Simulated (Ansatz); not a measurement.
Base system: BaZrO3 in the cubic perovskite structure (space group Pm-3m, No. 221; a = 4.181 Å). Axes: x, y, z lie along the cube axes.

Structures relaxed with Ansatz (a program for electronic structure) PBEsol, scalar-relativistic without spin-orbit coupling.

Base:

Simulated powder pattern, Cu Kα1, λ = 1.54056 Å (kinematic, ideal powder, no thermal factors, no anomalous dispersion; the 8 strongest lines at most, above 2 %, up to 2θ = 90°):

| 2θ (°) | I/Imax (%) | hkl |
|---|---|---|
| 30.21 | 100 | (110) |
| 37.22 | 6.9 | (111) |
| 43.25 | 32 | (200) |
| 53.66 | 40 | (211) |
| 62.82 | 20 | (220) |
| 71.27 | 17 | (310) |
| 79.32 | 6.5 | (222) |
| 87.16 | 22 | (321) |

After one change:

Simulated powder pattern, Cu Kα1, λ = 1.54056 Å (kinematic, ideal powder, no thermal factors, no anomalous dispersion; the 8 strongest lines at most, above 2 %, up to 2θ = 90°):

```
2θ (°)  I/Imax (%)
------  ----------
30.12          100
30.68           95
43.53           62
53.15           21
54.19           39
54.54           19
62.63           20
63.89           18
```

**Question.** What was done to the base?
A. biaxial strain −2.00 %, plane normal [111], relaxed out of plane
B. biaxial strain −1.00 %, plane normal [111], relaxed out of plane
C. biaxial strain −0.50 %, plane normal [111], relaxed out of plane
D. biaxial strain −1.50 %, plane normal [111], relaxed out of plane

**Answer.** D, biaxial strain −1.50 %, plane normal [111], relaxed out of plane. Its volume per atom is 14.35 Å³ against 14.61 Å³, and its space group is R-3m (No. 166).

Stability against distortions was not tested.
